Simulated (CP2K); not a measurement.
# How far to go with the cutoff of the density grid: CrB4 (Imm2, 5 atoms in the cell)

```yaml
crystal:
  lattice:
    - [3.87189, 0.00000, 0.00000]
    - [-0.04544, 3.87163, 0.00000]
    - [-0.99697, -2.84138, 2.43396]
  atoms:
    - { symbol: Cr, position: [0.00919, 0.00919, 0.00000] }
    - { symbol: B, position: [0.53800, 0.34213, 0.19587] }
    - { symbol: B, position: [0.46200, 0.65787, 0.80413] }
    - { symbol: B, position: [0.14626, 0.34213, 0.80413] }
    - { symbol: B, position: [0.85374, 0.65787, 0.19587] }
```

Method of the run: PBEsol, GPW, DZVP-MOLOPT-SR-GTH basis, GTH-PBE potentials (GTH_POTENTIALS) run with CP2K.

Base settings: CUTOFF = 600 Ry; REL_CUTOFF = 60 Ry; SMEAR/METHOD = GAUSSIAN; SIGMA = 0.1 eV; KPOINTS/SCHEME = MONKHORST-PACK 4 4 4; GAMMA_CENTERED = T; XC_FUNCTIONAL = PBE:PBESOL; Cr/BASIS_SET = DZVP-MOLOPT-SR-GTH-q14; Cr/POTENTIAL = GTH-PBE-q14; B/BASIS_SET = DZVP-MOLOPT-SR-GTH-q3.

The mesh stays at the base's, so the ladder's end is converged at best in this setting alone.

Only quantities that move along the ladder and can be compared are tabulated.

Core times come from one kind of shared machine, to one figure; runs under 30 s give none.

The starting cell comes from a database of computed structures (which also holds hypothetical and non-ambient phases and stackings), without a prior relaxation at this level. Its lattice was rescaled by up to half a per cent. One atom was moved a little off its site on purpose. Spin polarisation is off. Values carry the incompleteness of an atom-centred basis. The potentials were made for another functional than the one used. In the base run, forces exceed 1 eV/Å. Without a gap this mesh is coarse (it stands for a supercell whose shortest vector is 11 Å).

| CUTOFF | free energy less the last step's (meV/atom) | pressure (GPa) | largest difference of a force vector from the last step's (eV/Å) | core time / last (rough) |
|---|---|---|---|---|
| 240 Ry | 1.01 | 1.92 | 0.081 | 1.0 |
| 270 Ry | 1.01 | 1.92 | 0.081 | 1.0 |
| 300 Ry | 0.07 | 1.97 | 0.021 | 1.0 |
| 330 Ry | 0.07 | 1.97 | 0.021 | 0.8 |
| 360 Ry | 0.07 | 1.97 | 0.021 | 0.8 |
| 420 Ry | -0.09 | 2.00 | 0.019 | 0.8 |
| 480 Ry | -0.03 | 2.01 | 0.000 | 0.9 |
| 540 Ry | 0.01 | 2.01 | 0.002 | 1 |
| 600 Ry | 0.01 | 2.01 | 0.002 | 1.0 |
| 660 Ry | 0.01 | 2.01 | 0.002 | 0.9 |
| 720 Ry | 0.01 | 2.01 | 0.002 | 1 |
| 810 Ry | 0.00 | 2.01 | 0.000 | 1 |
| 900 Ry | 0.00 | 2.01 | 0.000 | 1 |
| 1050 Ry | 0.00 | 2.01 | 0.000 | 0.8 |
| 1200 Ry | 0.00 | 2.01 | 0.000 | 0.9 |
| 1440 Ry | 0.00 | 2.01 | 0.000 | 1 |

Coarsest CUTOFF that holds the forces within 0.01 eV/Å of the last step, with all finer ones: 480 Ry; the step before is off by 0.019 eV/Å.

Coarsest CUTOFF that holds the free energy within 0.5 meV/atom of the last step, with all finer ones: 300 Ry; the step before is off by 1.0 meV/atom.

Coarsest CUTOFF that holds the pressure within 0.05 GPa of the last step, with all finer ones: 300 Ry; the step before is off by 0.08 GPa.

Left out of this page: 1 run of the series unsound by tests on forces, stress, charge or solver warnings.
